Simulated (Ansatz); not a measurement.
The parent structure is ZrN in the rock salt structure (space group Fm-3m, No. 225; a = 4.5522 Å). Axes: x, y, z lie along the cube axes.

Calculations: Ansatz (a quantum-chemistry and plane-wave program) PBEsol, spin-orbit coupling left out.

Strains are applied to the cell and any free atomic positions relax; under biaxial strain the out-of-plane vector relaxes too.

One change was made to it. Results:

| quantity | base | after |
|---|---|---|
| energy relative to the base (free energy F) | 0 meV/atom | +3.2 meV/atom |
| pressure (mean of the normal stresses, compression positive) | 0.0 GPa | -3.4 GPa |
| volume per atom | 11.79 Å³ | 11.95 Å³ |

**Question.** What was done to the base?
A. biaxial strain +0.84 %, plane normal [001], relaxed out of plane
B. tensor shear ε_xz = −0.67 %
C. uniaxial strain ε_xx = +0.51 %
D. strain tensor (xx, yy, zz, yz, xz, xy) = (−1.16, +0.10, −1.36, +0.56, +1.10, +1.49) %
E. isotropic strain +1.47 %

**Answer.** A, biaxial strain +0.84 %, plane normal [001], relaxed out of plane. For comparison, the energy relative to the base in the other runs: strain tensor (xx, yy, zz, yz, xz, xy) = (−1.16, +0.10, −1.36, +0.56, +1.10, +1.49) % gives +15 meV/atom; tensor shear ε_xz = −0.67 % gives +0.8 meV/atom; isotropic strain +1.47 % gives +18 meV/atom; uniaxial strain ε_xx = +0.51 % gives +0.5 meV/atom.

Without a gap, meshes like the base's 18×18×18 leave anisotropic stresses uncertain by several tenths of a GPa, and small strain energies with them. Stability against distortions was not tested. The final runs are not spin-polarised. An odd electron count without spin: ZrN.
